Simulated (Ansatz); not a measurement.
Si (diamond structure), cut as (111) film, 4 layers, monofluoride, F-ended; geometry relaxed with PBE. The relaxation kept the symmetry of its start, so a lower minimum of less symmetry isn't excluded. The in-plane lattice is held at the bulk value. With PBE (Ansatz, a program for electronic structure) the gap on the k-mesh of the run is 1.12 eV. k-points: Γ-centred 8×8×1 mesh; occupations: Fermi-Dirac, 0.020 eV; spin polarisation not allowed. Spin-orbit coupling is left out.

Q: What gap does HSE06 in Ansatz give on the same geometry and mesh?

A: 1.78 eV, wider by 0.66 eV.
